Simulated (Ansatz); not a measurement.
The starting structures come from a database of crystals and need not be the phases stable at ambient conditions.

 Where the default PAW files enter, the runs use the earlier of Ansatz's two default sets.

Given:

```
CELL_PARAMETERS angstrom
      4.17460     0.00000     0.00000
      0.00000     4.17460     0.00000
      2.08730    -2.08730     5.03036
ATOMIC_POSITIONS crystal
  Mg 0.78764 0.21236 0.42472
  Mg 0.03764 0.46236 0.92472
  Mg 0.46236 0.03764 0.07528
  Mg 0.21236 0.78764 0.57528
  N  0.00000 0.00000 0.00000
  N  0.25000 0.25000 0.50000
  F  0.50000 0.50000 0.00000
  F  0.75000 0.75000 0.50000
```

Space group of this cell: I4_1/amd. The cell is taken as given.

Transport runs along the normal of the first two printed cell vectors, the (001) plane of the conventional cell.

The gap is the functional's own, uncorrected, and κ follows it; spin-orbit coupling is left out. Mid-gap values are interpolated between the computed energies.

Question: Estimate the band gap and the smallest decay constant κ at mid-gap that r2SCAN run with Ansatz (a first-principles code) returns for this system.

Answer: Gap 2.92 eV on a 8×8×8 mesh; κ = 0.248 1/Å, at the zone centre.
